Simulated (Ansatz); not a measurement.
SiC (model structure, P6₂22, No. 180, 6 atoms in the cell) was calculated with r²SCAN+rVV10 (Ansatz, an electronic-structure program, PAW).

Run with plane-wave cutoff 560 eV, 24×24×8 k mesh (along the axes of the cell as run), Fermi–Dirac smearing 0.05 eV, scalar-relativistic PAW data made under PBE.

Cell (relaxed at this level):

```
CSi
1.0
    3.06950     0.00000     0.00000
   -1.53475     2.65826     0.00000
    0.00000     0.00000     7.03543
Si C
3 3
Direct
  0.50000   0.00000   0.66667
  0.00000   0.50000   0.33333
  0.50000   0.50000   0.00000
  0.50000   0.00000   0.16667
  0.00000   0.50000   0.83333
  0.50000   0.50000   0.50000
```

Problem. Give the computed band gap and direct gap at Γ.

Solution. 
- band gap: 1.16 eV (on the SCF k mesh)
- direct gap at Γ: 3.83 eV

Note: the relaxation could raise the start's symmetry but not lower it, so the cell can be a saddle point.

Computed values are for the static lattice.

A model structure was made by putting elements into a prototype or built by hand; it is no filed structure, need not be a known phase, and can be a saddle point held by its symmetry.
